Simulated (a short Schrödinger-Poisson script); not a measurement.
Structure: MOS inversion layer, SiO2 on p-type Si(100), at 300 K.

From the gate side: 2.7 nm SiO2; 210 nm Si, acceptors 4.1e18 cm⁻³.

The device is made up for the run: typed textbook-type constants, with dimensions and the other settings drawn at random. SiO2: permittivity 3.9, conduction-band edge (eV) 3.15, gap (eV) 9, electron mass (mₑ) 0.5. Si: permittivity 11.7, conduction-band edge (eV) 0, gap (eV) 1.124, Nv at 300 K (cm⁻³) 3.1e19.

Channel valleys (confinement mass, in-plane density-of-states mass, number): Δ2 0.916, 0.19, 2; Δ4 0.19, 0.417, 4. At the gate the conduction-band edge of layer 1 lies 3.05 eV − eVg above the Fermi level of the channel; the field vanishes at the back. Gaps are held at their typed values at every temperature. Mesh 0.03 nm at interfaces.

Solved with a short Schrödinger-Poisson script written for these runs: 1D Poisson equation in equilibrium, electrons quantum, Hartree (BenDaniel-Duke, 12 states a valley, the channel's in-plane mass for all, wave functions free to enter the dielectric), parabolic valleys, classical holes, full ionisation, no traps, pinning or gate leakage.

```csv
Vg (V),electrons (cm⁻²),C (μF/cm²),Δ2 E0 (meV from the Fermi level),Δ4 E0 (meV from the Fermi level)
0.8,2.09e9,0.403,199.3,289.8
0.9,2.40e10,0.448,135.9,228.3
1,1.78e11,0.680,83.6,177.7
1.1,5.72e11,0.896,52.3,147.8
1.2,1.11e12,0.995,33.6,130.4
1.3,1.71e12,1.04,20.7,118.7
1.4,2.35e12,1.07,10.7,109.8
1.5,3.00e12,1.09,2.5,102.7
1.6,3.67e12,1.10,-4.7,96.6
1.7,4.35e12,1.11,-11.0,91.3
1.8,5.03e12,1.12,-16.8,86.6
1.9,5.73e12,1.12,-22.2,82.3
2,6.42e12,1.13,-27.2,78.3
2.1,7.12e12,1.13,-31.9,74.6
2.2,7.82e12,1.14,-36.4,71.1
2.3,8.53e12,1.14,-40.7,67.8
2.4,9.24e12,1.14,-44.8,64.7
2.5,9.95e12,1.15,-48.8,61.7
```

Gate voltages with under 1e9 electrons/cm² are left out.

Task: At Vg = 2.5 V the lowest Δ2 subband lies at -48.8 meV from the Fermi level. How many electrons does it hold, and what share of all?

Result: The two-dimensional density of states is g m/(πħ²) = 1.59e11 cm⁻² meV⁻¹ (both spins), kT = 25.9 meV, so n = D kT ln(1 + exp(−E/kT)) = 8.32e12 cm⁻², 0.84 of the 9.95e12 cm⁻² in all.

Task: Compare the slope of the sheet density between 2.3 and 2.5 V with the geometric capacitance of the layers between gate and channel.

Result: q Δn/ΔV = 1.14 μF/cm²; ε0/Σ(t/ε) = 1.28 μF/cm². The ratio is 0.89: the channel acts as a further capacitance in series.
